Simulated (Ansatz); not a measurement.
Input and output of a self-consistent single point for LaBi₃ (P4mm, 4 atoms in the cell) (Ansatz, a program for electronic structure).

Computed with PBEsol, default PAW files made with PBE (plane waves; Ansatz).

The change in words: lattice scaled by 0.98; basis.ecutwfc: 30.9 Ry → 33.8 Ry. Reference geometry:
```yaml
crystal:
  lattice:
    - [4.99672, 0.00000, 0.00000]
    - [0.00000, 4.99672, 0.00000]
    - [0.00000, 0.00000, 4.99672]
  atoms:
    - { symbol: La, position: [0.00000, 0.00000, 0.01001] }
    - { symbol: Bi, position: [0.50000, 0.00000, 0.50000] }
    - { symbol: Bi, position: [0.00000, 0.50000, 0.50000] }
    - { symbol: Bi, position: [0.50000, 0.50000, 0.00000] }
```

Reference input (self-consistent single point, DFT, PBEsol, plane waves, default PAW files made with PBE): basis.ecutwfc = 30.9 Ry; kpoints.mp_grid.grid = 5 5 5; hamiltonian.xc = pbesol; hamiltonian.pseudopotentials = {kind: paw} (the program's default PAW files); scf.occupations.method = gaussian; scf.occupations.width = 0.0073 Ry. This run's input differs from it in these lines:

Ansatz 0.2 input:
```diff
@@ -3,5 +3,5 @@
   lattice:
-    - [4.996725, 0.000000, 0.000000]
-    - [0.000000, 4.996725, 0.000000]
-    - [0.000000, 0.000000, 4.996725]
+    - [4.896790, 0.000000, 0.000000]
+    - [0.000000, 4.896790, 0.000000]
+    - [0.000000, 0.000000, 4.896790]
   atoms:
@@ -12,3 +12,3 @@
 basis:
-  ecutwfc: 30.9 Ry
+  ecutwfc: 33.8 Ry
 kpoints:
```

Output, abridged:

```
SCF iter   1: F=—  HF=-42889.720190 eV  |F-HF|=—  |Δ(HF+E_count)|=         —  Δρ=2.69e-3  dr2=9.96e-3  ethr=1.77e-3  ⟨swp⟩=5.9  Hψ=2575  notcnv=0
all-band conjugate gradients solve this SCF's bands
preconditioner: auto → Kerker (q_TF=auto, 2.412 Å⁻¹)
SCF iter   2: F=—  HF=-42889.718350 eV  |F-HF|=—  |Δ(HF+E_count)|=   1.84e-3  Δρ=1.57e-3  dr2=3.99e-3  ethr=1.78e-5  ⟨swp⟩=2.1  Hψ=1259  notcnv=0  defer=3
   [... lines left out ...]
SCF iter   4: F=—  HF=-42889.717414 eV  |F-HF|=—  |Δ(HF+E_count)|=   4.27e-5  Δρ=1.18e-4  dr2=1.72e-5  ethr=4.02e-7  ⟨swp⟩=2.0  Hψ=1013  notcnv=0  defer=3
SCF iter   5: F=—  HF=-42889.717403 eV  |F-HF|=—  |Δ(HF+E_count)|=   1.09e-5  Δρ=3.91e-5  dr2=1.75e-6  ethr=3.07e-8  ⟨swp⟩=2.0  Hψ=1079  notcnv=0  defer=3
SCF iter   6: F=—  HF=-42889.717403 eV  |F-HF|=—  |Δ(HF+E_count)|=   5.62e-7  Δρ=1.17e-5  dr2=2.37e-7  ethr=3.12e-9  ⟨swp⟩=2.1  Hψ=1086  notcnv=0  defer=3
SCF iter   7: F=-42889.717403 eV  HF=-42889.717403 eV  |F-HF|=1.23e-9  |Δ(HF+E_count)|=   3.72e-8  Δρ=2.89e-6  dr2=1.11e-8  ethr=1.79e-10  ⟨swp⟩=9.7  Hψ=3011  notcnv=0
SCF 1 converged in 7 iterations: F = -42889.717403 eV  dr2 = 1.11e-8
Free energy (F): -42889.717403 eV
Internal energy: -42889.696860 eV  (E = F + TS)
E sigma→0 (E₀):  -42889.707131 eV
Entropy (-TS):   -0.020542 eV (-5.136 meV/atom)
Fermi energy:    13.117848 eV
--- Forces (eV/Å), atoms counted from 1 ---
  atom   1  La    -0.00000000     0.00000000    -0.22216068
  atom   2  Bi    -0.00000000     0.00000000     0.10740330
  atom   3  Bi    -0.00000000     0.00000000     0.10740330
  atom   4  Bi    -0.00000000     0.00000000     0.00736384
--- Stress (GPa, compression-positive) ---
        1.618535       0.000000       0.000000
        0.000000       1.618535       0.000000
        0.000000       0.000000       1.606493
  P = ⅓ Tr σ = 1.6145 GPa (16.145 kbar)
  The stress holds the Pulay correction. Without it, at fixed plane waves, as pw.x and ABINIT print it: P = 1.5947 GPa
```

The run converged in 7 iterations. Against the reference run the free energy goes down by 3.4 meV/atom, the pressure goes from -1.92 to 1.61 GPa and the largest force goes from 0.173 to 0.222 eV/Å.

The starting cell comes from a database of computed structures (which also holds hypothetical and non-ambient phases and stackings), without a prior relaxation at this level. Its lattice was rescaled by up to half a per cent. One atom was moved a little off its site on purpose. For this run, on top of that: lattice scaled by 0.98. Ansatz's pressure includes its estimate of the finite-basis (Pulay) stress.
